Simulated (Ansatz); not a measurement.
Consider a 16-atom cell of (Ag,Cu)I started in the wurtzite structure, site fractions Ag 0.500, Cu 0.500, short-range order -0.33 among the nearest mixed sites of the first mixed sublattice (0 is random, a negative value favours unlike neighbours), space group Pmc2_1 at the end, an ordered arrangement that its symmetry holds. Its start:

```yaml
crystal:
  lattice:
    - [-4.46856, 0.00000, -7.31777]
    - [4.46856, 0.00000, -7.31777]
    - [4.46856, -7.76971, 0.00000]
  atoms:
    - { symbol: Ag, position: [0.91511, 0.58161, 0.33349] }
    - { symbol: Ag, position: [0.41510, 0.08161, 0.33349] }
    - { symbol: Cu, position: [0.91656, 0.58061, 0.83596] }
    - { symbol: Cu, position: [0.41656, 0.08061, 0.83596] }
    - { symbol: Cu, position: [0.83061, 0.16656, 0.16404] }
    - { symbol: Cu, position: [0.33061, 0.66656, 0.16404] }
    - { symbol: Ag, position: [0.83161, 0.16510, 0.66651] }
    - { symbol: Ag, position: [0.33161, 0.66511, 0.66651] }
    - { symbol: I, position: [0.71145, 0.39616, 0.31530] }
    - { symbol: I, position: [0.21145, 0.89616, 0.31530] }
    - { symbol: I, position: [0.74465, 0.39386, 0.85079] }
    - { symbol: I, position: [0.24465, 0.89386, 0.85079] }
    - { symbol: I, position: [0.14386, 0.49465, 0.14921] }
    - { symbol: I, position: [0.64386, 0.99465, 0.14921] }
    - { symbol: I, position: [0.14616, 0.46145, 0.68470] }
    - { symbol: I, position: [0.64616, 0.96145, 0.68470] }
```

These are r2SCAN (plane waves to 500 eV, PAW; Ansatz, a program for electronic structure) values and carry that method's errors. Spin–orbit coupling is left out; with elements this heavy it can move edges by tenths of an eV. Its k-point mesh 5×5×4, Fermi–Dirac width 0.01 eV.

**Question.** Predict the alloy's volume and bond lengths.

**Answer.** 
| Property | Value |
|---|---|
| volume per atom | 31.14 Å³ |
| Ag–I bonds (within 1.22 times the sum of covalent radii) | 2.840 Å on average, from 2.836 to 2.842 (16) |
| Cu–I bonds (within 1.22 times the sum of covalent radii) | 2.619 Å on average, from 2.610 to 2.626 (16) |
